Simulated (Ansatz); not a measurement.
A calculation on CsCl-type TiCo returned lattice constant a 2.934 Å, bulk modulus 194 GPa, cohesive energy 6.09 eV/atom, formation enthalpy -0.418 eV/atom.

For reference: lattice constant a 2.995 Å (measured, room temperature, not corrected to a static lattice; as tabulated in Yamada et al. (2019), arXiv:1910.09660); bulk modulus 154 GPa (measured, room temperature, not corrected to a static lattice; as tabulated in Yamada et al. (2019), arXiv:1910.09660); formation enthalpy -0.428 ± 0.009 eV/atom (measured, 298 K, copied from a table, unchecked, not corrected to a static lattice; as tabulated in Wang et al. (2021), doi:10.1038/s41598-021-94550-5).

Task: Which level of theory produced these numbers?
(A) PBE-D3(BJ) (Ansatz, an electronic-structure program)
(B) PBE-D4 (Ansatz)
(C) revPBE (Ansatz)
(D) PBE (Ansatz)

Result: A, PBE-D3(BJ) (Ansatz)

The others give: PBE-D4 2.952 Å, 187 GPa, 5.84 eV/atom, -0.376 eV/atom; PBE 2.972 Å, 179 GPa, 5.53 eV/atom, -0.381 eV/atom; revPBE 2.990 Å, 170 GPa, 5.03 eV/atom, -0.358 eV/atom.

Unless a cell is named, each level is at its own relaxed cell (PBE 13.12, PBE-D3(BJ) 12.62, PBE-D4 12.86, revPBE 13.36 Å³/atom).

The crystal itself was run without spin with PBE-D4, PBE, revPBE, PBE-D3(BJ); a magnetic state was not tried in these runs.

Ansatz's density-functional and Hartree–Fock values are scalar-relativistic unless marked +SOC, with PAW data made under PBE.
